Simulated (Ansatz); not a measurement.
The starting structures come from a database of crystals and need not be the phases stable at ambient conditions.

 Where the default PAW files enter, the runs use the earlier of Ansatz's two default sets.

By PBEsol, the system below comes out a metal.

A figure of merit of an interconnect metal is its ballistic conductance per area.

Given:

```
AlCr2C
1.0
    2.88160     0.00000     0.00000
    0.00000    12.85340     0.00000
    1.44080     0.00000     2.49554
Al Cr C
2 4 2
Direct
  0.66667   0.75000   0.66667
  0.33333   0.25000   0.33333
  0.33333   0.58506   0.33333
  0.66667   0.41494   0.66667
  0.66667   0.08506   0.66667
  0.33333   0.91494   0.33333
  0.00000   0.50000   0.00000
  0.00000   0.00000   0.00000
```

Space group of this cell: P6_3/mmc. The cell is strained (all lengths scaled by 1.02); by PBEsol its mean pressure is -15.0 GPa.

The current flows along the normal of the first two printed cell vectors, the (100) plane of the conventional cell. No spin-orbit coupling; the value is a mean over 0.1 eV about the Fermi level.

Q: Predict the ballistic conductance per area from PBEsol run with Ansatz (a program for electronic structure).

A: 0.85 × 10¹⁵ S/m² for both spins.
